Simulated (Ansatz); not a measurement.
Checking a run of Ansatz (a program for electronic structure) on LaGeI (P-3m1, 6 atoms in the cell). The aim is a self-consistent single point with DFT, r2SCAN, plane waves, default PAW files made with PBE.

Input:

Ansatz 0.2 input:
```yaml
# LaGeI
crystal:
  lattice:
    - [4.405550, 0.000000, 0.000000]
    - [-2.202775, 3.815318, 0.000000]
    - [0.000000, 0.000000, 11.920740]
  atoms:
    - { symbol: La, position_ang: [0.000000, 0.000000, 2.050606] }
    - { symbol: La, position_ang: [0.000000, 0.000000, 9.870134] }
    - { symbol: Ge, position_ang: [-0.000002, 2.543547, 11.810712] }
    - { symbol: Ge, position_ang: [2.202777, 1.271771, 0.110028] }
    - { symbol: I, position_ang: [2.202777, 1.271771, 7.752772] }
    - { symbol: I, position_ang: [-0.000002, 2.543547, 4.167968] }
basis:
  ecutwfc: 40
kpoints:
  mp_grid: { grid: [6, 6, 2] }
hamiltonian:
  xc: r2scan
  pseudopotentials: { kind: paw }
scf:
  occupations: { method: cold, width: 0.0037 Ry }
output:
  forces: true
  eigenvalues: true
  stress: true
```

Log, with long lists cut:

```
   [... lines left out ...]
Basis set: ecut = 40 eV, 109 PW (Γ), exchange–correlation on 40×40×100 points (64 copies of the dense FFT grid, shifted against one another)
Bands: 51, of which v1, the nominal top of the filled ones, is band 42 counted from 1 (41 counted from 0)
Symmetry: 12 space group operations
Space group: P-3m1 (ITA 164), of the structure as read, at distance tolerance 5.9e-5 Å
k-points: 14 of 72
PAW frozen core: La, regenerated for the run's functional
PAW frozen core: Ge, regenerated for the run's functional
PAW frozen core: I, regenerated for the run's functional
Initial density: superposition of atomic densities (neutral atoms: chi_scale 0, normalization atom), corrected by the library's trained network
Initial wavefunctions: pseudopotential atomic-orbital guess
Eigensolver: davidson
Functional: x = r2scan, c = r2scan; τ floored in thin density (d = 2e-4 eV/Å³)
SCF iter   1: F=—  HF=-34241.828606 eV  |F-HF|=—  |Δ(HF+E_count)|=         —  Δρ=1.45e0  dr2=3.96e3  dr2_τ=6.34e0  ethr=1.77e-3  ⟨swp⟩=1.0  Hψ=1597  notcnv=0
all-band conjugate gradients solve this SCF's bands
preconditioner: auto → LDOS
SCF iter   2: F=—  HF=-31613.282610 eV  |F-HF|=—  |Δ(HF+E_count)|=    2.63e3  S|Δr|=    0.00e0  Δρ=2.56e-1  dr2=4.46e2  dr2_τ=2.43e2  ethr=1.77e-3  ⟨swp⟩=7.1  Hψ=4045  notcnv=0  defer=35
   [... lines left out ...]
SCF iter  10: F=—  HF=-31422.903472 eV  |F-HF|=—  |Δ(HF+E_count)|=   1.42e-4  S|Δr|=    0.00e0  Δρ=4.43e-5  dr2=4.97e-5  dr2_τ=2.23e-8  ethr=3.02e-6  ⟨swp⟩=1.1  Hψ=684  notcnv=0  defer=34
SCF iter  11: F=—  HF=-31422.903470 eV  |F-HF|=—  |Δ(HF+E_count)|=   1.99e-6  S|Δr|=    0.00e0  Δρ=9.67e-6  dr2=2.66e-6  dr2_τ=7.28e-9  ethr=5.92e-8  ⟨swp⟩=2.1  Hψ=883  notcnv=0  defer=34
SCF iter  12: F=-31422.903470 eV  HF=-31422.903470 eV  |F-HF|=1.93e-8  |Δ(HF+E_count)|=   1.35e-7  S|Δr|=    0.00e0  Δρ=1.08e-6  dr2=2.12e-8  dr2_τ=2.92e-10  ethr=1.19e-10  ⟨swp⟩=14.5  Hψ=3693  notcnv=0
SCF 1 converged in 12 iterations: F = -31422.903470 eV  dr2 = 2.12e-8
Stability not checked (fill_not_monotonic)
Free energy (F): -31422.903470 eV
Internal energy: -31422.899434 eV  (E = F + TS)
E sigma→0 (E₀):  -31422.902125 eV
Entropy (-TS):   -0.004036 eV (-0.673 meV/atom)
Fermi energy:    16.554207 eV
--- Forces (eV/Å), atoms counted from 1 ---
  atom   1  La     0.00000000     0.00000000    -2.74993711
  atom   2  La     0.00000000     0.00000000     2.74993711
  atom   3  Ge     0.00000000     0.00000000     1.34764902
   [... lines left out ...]
--- Stress (GPa, compression-positive) ---
    -1330.566895       0.000000       0.000000
        0.000000   -1330.566895       0.000000
        0.000000       0.000000   -1395.778841
  P = ⅓ Tr σ = -1352.3042 GPa (-13523.042 kbar)
  The stress holds no Pulay correction (an occupied level lies too near the plane-wave cutoff): it is that at fixed plane waves, as pw.x and ABINIT print it
```

Q: Can these results be used? Check the input.

A: The run is not sound. The fault is this: a cutoff meant in Ry typed as a bare number, read as eV. A bare number is read in the key's own unit, and eV, Ry (13.6 eV) and Ha (27.2 eV) lie far apart, so the setting ends up far from the one that was meant. To fix it, convert the value to the unit that the key expects. The run converged in 12 iterations without an error; against the sound input the free energy rises by 796 eV/atom, the pressure goes from 0.21 to -1352 GPa and the largest force goes from 0.152 to 13.33 eV/Å.

An input that runs soundly differs in these lines (not the only fix; some lines may just follow from the change or write a value another way):
```diff
-basis:
-  ecutwfc: 40
```

With that input, the run converged in 9 iterations: free energy E − TS (on the zero of these files) -36198.9276 eV; Fermi level (on the code's own zero) 8.92 eV; pressure 0.21 GPa; largest force (vector length) 0.152 eV/Å (DFT, r2SCAN, plane waves, default PAW files made with PBE).

On the sound input: the starting cell comes from a database of computed structures (which also holds hypothetical and non-ambient phases and stackings), without a prior relaxation at this level. Spin-orbit coupling is off. Ansatz's pressure includes its estimate of the finite-basis (Pulay) stress.
